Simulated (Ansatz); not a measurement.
Stishovite (SiO2), treated with BLYP (Ansatz, a program for electronic structure, plane waves, PAW).

Run with plane-wave cutoff 520 eV, 8×8×12 k mesh (along the axes of the cell as run), Fermi–Dirac smearing 0.01 eV, scalar-relativistic PAW data made under PBE.

Energies at three volumes about the minimum:

| V (Å³/atom) | E − E_lowest (meV/atom) |
|---|---|
| 8.042 | 2.58 |
| 8.207 | 0.00 |
| 8.371 | 2.30 |

**Question.** Fit a parabola by hand: where is the minimum, and what is the bulk modulus?

**Answer.** Slopes: (0.00 − 2.58)/(8.207 − 8.042) = -15.636 and (2.30 − 0.00)/(8.371 − 8.207) = 14.024 meV/Å³. Curvature E″ = 2 × (14.024 − (-15.636))/(8.371 − 8.042) = 180.304 meV/Å⁶. From the middle of the first interval, the slope vanishes at V0 = 8.1245 − (-15.636)/180.304 = 8.211 Å³/atom. B = V0 E″ = 8.211 × 180.304 meV/Å³ × 0.1602 GPa per meV/Å³ = 237 GPa. The full Birch–Murnaghan fit to all volumes gives V0 = 8.207 Å³/atom and B0 = 237 GPa.

Shape and atoms are relaxed at each volume.

Measured, for comparison: bulk modulus 310 ± 1 GPa (300 K, not corrected to a static lattice; as tabulated in arXiv:1001.2066). Computed (rounded) less measured: bulk modulus -24 %.

Note: the bulk modulus comes from volumes at which shape and atoms were relaxed.
